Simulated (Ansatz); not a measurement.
The reference is CuI in the zinc blende structure (space group F-43m, No. 216; a = 5.939 Å).

Computed with PBEsol in Ansatz (plane waves to 420 eV, PAW, spin-orbit coupling left out).

Before the change:

```
Property             Value
-------------  -----------
Band gap           1.17 eV
Pressure          0.00 GPa
Gap character  direct at Γ
```

Now apply this change: the cell is scaled by 1.0200 in all directions; the atoms relax in the strained cell.

Question: How does this affect the band gap?

Answer: The band gap drops by 0.16 eV, from 1.17 eV to 1.01 eV.

Question: How does this affect the pressure?

Answer: The pressure goes from zero to -2.51 GPa.

Question: How does this affect the gap character?

Answer: The gap character stays direct at Γ.

Spin-orbit coupling, missing from the scalar runs, can matter with I. Whether these cells are dynamically stable was not tested. The final runs are not spin-polarised.

Ansatz is an electronic-structure program.
